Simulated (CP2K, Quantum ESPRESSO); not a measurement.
# Equation of state of zinc-blende BeSe (space group 216): energy against volume (CP2K, PBE)

```xyz
2
Lattice="3.5699 0.0000 0.0000 1.7850 3.0916 0.0000 1.7850 1.0305 2.9148" Properties=species:S:1:pos:R:3 pbc="T T T"
Be     0.0000     0.0000     0.0000
Se     5.3549     3.0916     2.1861
```

Computed with PBE, GPW, DZVP-MOLOPT-SR-GTH basis, GTH-PBE potentials (GTH_POTENTIALS) in CP2K. Settings: CUTOFF = 780 Ry; REL_CUTOFF = 40 Ry; SMEAR/METHOD = FERMI_DIRAC; ELECTRONIC_TEMPERATURE = 116.05 K; KPOINTS/SCHEME = MONKHORST-PACK 11 11 11; XC_FUNCTIONAL = PBE; Be/BASIS_SET = DZVP-MOLOPT-SR-GTH-q4; Be/POTENTIAL = GTH-PBE-q4; Se/BASIS_SET = DZVP-MOLOPT-SR-GTH-q6; Se/POTENTIAL = GTH-PBE-q6; METHOD = GPW; EPS_DEFAULT = 1e-11; NGRIDS = 5; SCF_GUESS = ATOMIC; EPS_SCF = 1e-07; MAX_SCF = 100. The cell above is the first row's. The rows scale it uniformly. In all rows fractional positions and the k mesh are held. E is the free energy at the stated smearing, counted from the lowest row.

```csv
V (Å^3/atom),E (meV/atom)
16.085,?
16.435,16.96
16.784,7.41
17.134,1.88
17.484,0.00
17.834,1.42
18.183,5.85
18.533,12.99
18.883,22.59
```

The 8 complete rows are fitted with the third-order Birch-Murnaghan form, a cubic in V^(-2/3), E against V. With u = V^(-2/3) - 0.148, the rows have u = 0.006699, 0.004547, 0.002462, 0.000447, -0.001501, -0.003382, -0.005208, -0.006978. Least squares gives E = 0.043 - 291.79·u + 420876·u² - 55698·u³. Residuals (row less fit): 0.001, -0.003, 0.005, 0.003, -0.009, 0.004, 0.004, -0.002; standard error 0.006 (degrees of freedom: 4). Its minimum lies at u = 0.000347, so V0 = (0.148347)^(-3/2) = 17.50. There d²E/du² = 841600 and d³E/du³ = -334200, so B0 = (4/9) × 17.50^(-7/3) × 841600 × 0.160218 = 75.4 GPa (the last factor turns the table's units into GPa), and B0' = 4 + (2/3) × 0.148347 × (-334200)/841600 = 4.0. The program's pressures in the fitted runs (not shown) pass through zero at V = 17.50, 0.00 % from this V0.

**Question.** Estimate the missing E (V = 16.085); what did the run itself give?

**Answer.** u = 0.008935, so E = 0.043 - 291.79 × 0.008935 + 420876 × 0.008935² - 55698 × 0.008935³ = 30.996 meV/atom. The calculation gives 30.91 meV/atom, 0.086 meV/atom below the prediction (0.3 % of the range of E in the table). The row lies outside the fitted rows, so this is an extrapolation. From the scatter of the fitted rows alone, a prediction at this place has a standard error of 0.019 meV/atom, so the miss is 4.5 times that.

Carrying the step between the two nearest rows on in a straight line would have given 26.54, off by 4.37; series whose last step already gives the withheld value aren't shown. The scan was laid around a cell of about the measured size, scaled by a guess for this functional. The runs keep the symmetry of the cell, so they don't test it for distortions. A plane-wave scan with the same functional (Quantum ESPRESSO, GBRV) gives V0 = 17.39 Å^3/atom and B0 = 75.2 GPa; a Birch-Murnaghan fit to all rows here lies 0.6 % from it in V0 and 0 % in B0; the two differ in basis, and may differ in potentials and mesh. Values carry the incompleteness of an atom-centred basis. Cutoffs and mesh are single choices, not tested for convergence of this quantity. Series with a scatter that would blur these digits, or in which a gap closes, are not shown. Nor are scans whose minimum lies at an end fitted in this form.

Terms beyond the fitted order, or numerical noise in single rows, can give a miss of this size; the table doesn't tell which.
